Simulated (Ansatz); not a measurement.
CaAlO2F (model structure, started from the SrVO2H type, P4/mmm, No. 123, 5 atoms in the cell) was calculated with PBE0 in Ansatz (plane waves, PAW).

Settings: plane-wave cutoff 460 eV, 6×6×6 k mesh, Fermi–Dirac smearing 0.01 eV, scalar-relativistic PAW data made under PBE.

Cell (relaxed with PBEsol):

AlCaFO2 is modelled in the tetragonal space group P4/mmm (No. 123), Pearson symbol tP5. Conventional cell: a = b = 3.7269 Å, c = 3.6773 Å, α = β = γ = 90.00°. Ca on 1d is surrounded by 8 O at 2.618 Å and 4 F at 2.635 Å (cuboctahedral). Al on 1a has 2 F at 1.839 Å and 4 O at 1.863 Å (octahedral). O on 2f is coordinated by 2 Al at 1.863 Å and 4 Ca at 2.618 Å (octahedral). F on 1b is surrounded by 2 Al at 1.839 Å and 4 Ca at 2.635 Å (octahedral). (Neighbours: up to the widest gap in distance over summed covalent radii, below 1.35, at either atom; cation-cation and far metal-metal contacts left out.)

Task: What does this level give for the band gap, smallest direct gap on the k points sampled and direct gap at Γ?

Result: 
* **band gap**: 6.01 eV (on the SCF k mesh) (indirect)
* **smallest direct gap on the k points sampled**: 6.87 eV
* **direct gap at Γ**: 7.08 eV

Note: the relaxation could raise the start's symmetry but not lower it, so the cell can be a saddle point.

A model structure was made by putting elements into a prototype or built by hand; it is no filed structure, need not be a known phase, and can be a saddle point held by its symmetry.

Ansatz is a first-principles code.
